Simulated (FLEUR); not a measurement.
Worked example: self-consistent single point of CoAl (Pm-3m, 2 atoms in the cell) in FLEUR.

Method of the run: FLEUR with PBEsol, all-electron FLAPW (FLEUR), scalar-relativistic valence.

```yaml
crystal:
  lattice:
    - [2.90690, 0.00000, 0.00000]
    - [0.00000, 2.90690, 0.00000]
    - [0.00000, 0.00000, 2.90690]
  atoms:
    - { symbol: Al, position: [0.50000, 0.50000, 0.50000] }
    - { symbol: Co, position: [0.00000, 0.00000, 0.00000] }
```

Reference input (self-consistent single point, DFT, PBE, all-electron FLAPW (FLEUR), scalar-relativistic valence): Kmax = 4.6 1/bohr; GmaxXC = 18.4 1/bohr; xcFunctional = pbe; jspins = 1; l_soc = F; mode = hist; fermiSmearingEnergy = 0.00183747 Htr; mesh (inpgen div1-3) = 15 15 15; inpgen gamma flag = false; Gmax = 18.4 1/bohr; numbands = 0; maxIterBroyd = 15. This run's input differs from it in these lines:

```diff
@@ -14,2 +14,3 @@
 &comp jspins=1 /
+&exco xctyp='PBEs' /
 &kpt div1=15 div2=15 div3=15 /
@@ -26,3 +27,3 @@
       <coreElectrons ctail="T" frcor="F" kcrel="0" coretail_lmax="0"/>
-      <xcFunctional name="pbe" relativisticCorrections="F"/>
+      <xcFunctional name="PBEs" relativisticCorrections="F"/>
       <magnetism jspins="1"/>
```

Output (repeated stretches shortened):

```
 Iteration:     1   Distance:      17.73023267 me/bohr^3
 Iteration:     2   Distance:      13.89697848 me/bohr^3
 Iteration:     3   Distance:      12.20189790 me/bohr^3
 Iteration:     4   Distance:       2.92187554 me/bohr^3
 Iteration:     5   Distance:       2.42211433 me/bohr^3
   [... 6 lines left out ...]
 Iteration:    12   Distance:       0.00039676 me/bohr^3
 Iteration:    13   Distance:       0.00001042 me/bohr^3
 Iteration:    14   Distance:       0.00001097 me/bohr^3
 Iteration:    15   Distance:       0.00000092 me/bohr^3
 Run finished successfully
 Stop message:
   Structural relaxation: Done

[file out, last iteration]
             iter=     16
[...]
          total density-effective poten   -2.5838582498E+03
          total charge density-energy d   -7.6647877119E+01
 Updated energy parameters for spin:           1
[...]
 fermi energy and band-weighting factors:

[...]
FERMIE:
          first approx. to ef    (T=0)  :   0.366410 htr   (energy of the highest occ. eigenvalue)
          number of occ. states  (T=0)  :       1080
          first approx. to seigv (T=0)  :  -7.410180 htr
          sum of weights of occ. states :   9.001185
          sum of semicore charge        :   0.000000 e
FERHIS:  Fermi-Energy by histogram:
          bandgap                     :   0.000247 htr
   [... lines left out ...]
          charge neutrality (T=0)     :   0.002370    (zero if the highest occ. eigenvalue is "entirely" occupied)
     EF_NEWTON:  Adjust Fermi-Energy by Newton-Method.
 Direct bandgap for spin            1 :    1.5006885902177025E-002  Htr
 ---->    free energy=                     -1634.6470166389 htr
   [... lines left out ...]
      extrapolation for T->0
 ---->    total electron energy=           -1634.6468683988 htr
 ***** TOTAL FORCES ON ATOMS *****
 TOTAL FORCE FOR ATOM TYPE=  1  X=  2.747   Y=  2.747   Z=  2.747
                       FX_TOT= 0.000000 FY_TOT= 0.000000 FZ_TOT= 0.000000
 TOTAL FORCE FOR ATOM TYPE=  2  X=  0.000   Y=  0.000   Z=  0.000
                       FX_TOT= 0.000000 FY_TOT= 0.000000 FZ_TOT= 0.000000
 Structural relaxation: Done
```

The run converged in 15 iterations. FLEUR gives forces in its relaxation mode, with a further iteration, so its stop message speaks of a relaxation. 

The starting cell has typed, rounded lattice constants, without a prior relaxation at this level. Its lattice was rescaled by a random factor within 2.5 % of one. Spin polarisation is off. Values depend on the basis (sphere radii, cutoffs, local orbitals), which need not be converged. The log's line on a gap gives a spacing of levels on this mesh, which the program prints for metals too.

Cost on one core of a shared machine: roughly 80 s.
